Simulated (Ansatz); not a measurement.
Consider the following.

```xyz
4
Lattice="3.0743 0.0000 0.0000 -1.5372 2.6624 0.0000 0.0000 0.0000 4.9045" Properties=species:S:1:pos:R:3 pbc="T T T"
Al     0.0000     1.7750    -0.0194
Al     1.5372     0.8875     2.4328
N      0.0000     1.7750     1.8586
N      1.5372     0.8875     4.3108
```

The numbers are results of PBE with spin-orbit coupling, rigid bands (plane waves, PAW; Ansatz, a first-principles code), not measurements. Condition of this run: hydrostatic pressure of 9 GPa (compression positive) (the target of the relaxation). Geometry: cell and atoms relaxed with PBEsol, then loaded as said.

What conductivity effective mass do dilute electrons have at 300 K?

0.33 (x), 0.33 (y), 0.32 (z) mₑ.

Predict the hole conductivity mass (n e² τ/σ) at 300 K, by direction if it differs.

3.7 (x), 3.7 (y), 0.40 (z) mₑ.

And the band gap?

4.52 eV at this level; semilocal functionals usually fall short of the measured gap.

Rigid bands, one relaxation time for all states, no polarons. Geometry: cell and atoms relaxed with PBEsol.
